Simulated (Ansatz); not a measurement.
Defect: interstitial P in bcc W, neutral cell. These are PBE, PAW (plane waves to 420 eV; Ansatz, an electronic-structure program) values and carry that method's errors.

Settings: 36 host sites, the relaxed PBE lattice, a 2×2×3 k-point mesh shifted by half a step, smearing 0.10 eV, spin-restricted, no image-charge correction. Static, classical nuclei. Spin-orbit coupling is left out. Sites that were not tried may lie lower.

Barriers: single points on a 3×3×5 k-point mesh shifted by half a step at the bands' geometries (they differ from the bands' own by up to 0.13 eV, and are uncertain by about as much).

Relaxed starting cell (atoms counted from 1):

```xyz
37
Lattice="9.5529 0.0000 0.0000 0.0000 9.5529 0.0000 0.0000 0.0000 6.3686" Properties=species:S:1:pos:R:3 pbc="T T T"
W     -0.0372     0.0061     0.0054
W     -0.0663     0.0060     3.1896
W     -0.0191     3.1712     0.0051
W     -0.0465     3.1884     3.1896
W     -0.0190     6.3937     0.0048
W     -0.0462     6.3762     3.1893
W      3.1786     0.0055     0.0054
W      3.1779     0.0056     3.1898
W      3.1787     2.6244     0.0041
W      3.1776     3.1281     3.1895
W      3.1774     6.9402     0.0055
W      3.1784     6.4362     3.1896
W      6.3935     0.0054     0.0052
W      6.4225     0.0059     3.1894
W      6.3750     3.1709     0.0053
W      6.4023     3.1886     3.1892
W      6.3749     6.3931     0.0056
W      6.4029     6.3761     3.1899
W      1.4991     1.5542     1.6562
W      1.4988     1.5539     4.7231
W      1.5352     4.7816     1.6487
W      1.5358     4.7823     4.7309
W      1.4986     8.0103     1.6565
W      1.4988     8.0102     4.7226
W      4.8565     1.5543     1.6565
W      4.8573     1.5542     4.7224
W      4.8202     4.7824     1.6492
W      4.8211     4.7821     4.7304
W      4.8573     8.0105     1.6568
W      4.8569     8.0102     4.7231
W      7.9540     1.6080     1.5952
W      7.9543     1.6082     4.7848
W      7.9541     4.7824     1.5876
W      7.9544     4.7822     4.7917
W      7.9546     7.9565     1.5953
W      7.9545     7.9564     4.7849
P      3.1785     4.7824     0.0055
```

End state 1 differs by these moves (Å; atoms that move under 0.08 Å are left out):

| atom | element | Δx | Δy | Δz |
|---|---|---|---|---|
| 5 | W | -0.55 | -0.02 | 0.00 |
| 9 | W | 0.02 | 0.55 | 0.00 |
| 11 | W | 0.57 | -0.57 | 0.00 |
| 12 | W | 0.07 | -0.07 | 0.00 |
| 19 | W | 0.09 | 0.04 | -0.07 |
| 20 | W | 0.09 | 0.04 | 0.07 |
| 23 | W | 0.09 | 0.00 | -0.01 |
| 24 | W | 0.09 | 0.00 | 0.01 |
| 25 | W | -0.09 | 0.04 | -0.06 |
| 26 | W | -0.09 | 0.04 | 0.06 |
| 27 | W | 0.00 | -0.09 | 0.01 |
| 28 | W | 0.00 | -0.09 | -0.01 |
| 33 | W | -0.04 | -0.09 | 0.07 |
| 34 | W | -0.04 | -0.09 | -0.07 |
| 35 | W | -0.04 | 0.09 | 0.06 |
| 36 | W | -0.04 | 0.09 | -0.06 |
| 37 | P | -1.59 | 1.59 | 0.00 |

**Question.** Give the forward and backward barriers to end state 1 at the level PBE, PAW.

**Answer.** forward 1.09 eV, backward 1.09 eV; at the saddle point atom 37 has neighbours W at 2.15, 2 W at 2.17, 2 W at 2.42 Å. The saddle point's order was not checked, and it lies on a symmetry element of the cell, where a band can be held.
